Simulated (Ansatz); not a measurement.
Band structure of PtS₂ (P-3m1, 3 atoms in the cell).

```
CELL_PARAMETERS angstrom
      3.50474     0.00000     0.00000
     -1.75237     3.03519     0.00000
      0.00000     0.00000     5.52767
ATOMIC_POSITIONS crystal
  Pt 0.00000 0.00000 0.00000
  S  0.66667 0.33333 0.77966
  S  0.33333 0.66667 0.22034
```

Method: PBE (plane waves, PAW; Ansatz, an electronic-structure program).

Settings: kpoints.mp_grid.grid = 6 6 3; hamiltonian.xc = pbe; hamiltonian.pseudopotentials = {kind: paw} (the program's default PAW files); scf.occupations.method = fermi_dirac; scf.occupations.width = 0.05 eV; kpoints.band_path.npoints = 8.

The starting cell comes from a database of computed structures (which also holds hypothetical and non-ambient phases and stackings), without a prior relaxation at this level. Its lattice was rescaled by a random factor within 2.5 % of one. Spin-orbit coupling is off.

Q: Predict the gap along the standard path and the places of the band edges.

A: The gap along the path is 1.32 eV, from a point between H and A to a point between K and Γ; the smallest direct gap on it is 1.58 eV.

Levels in eV from the top of the valence band on the path, bands 12 to 18:
```tsv
point	12	13	14	15	16	17	18
Γ	-1.55	-0.65	-0.65	-0.16	2.86	2.86	5.48
M	-2.61	-2.61	-2.46	-2.05	2.28	2.95	5.66
K	-3.07	-2.60	-1.03	-1.03	1.46	1.46	5.90
A	-2.00	-0.81	-0.74	-0.74	3.10	3.10	5.73
L	-2.72	-2.44	-2.27	-1.39	2.53	2.78	5.28
H	-3.07	-3.04	-1.33	-1.33	2.28	2.28	7.35
```

Keys are those of Ansatz 0.2.
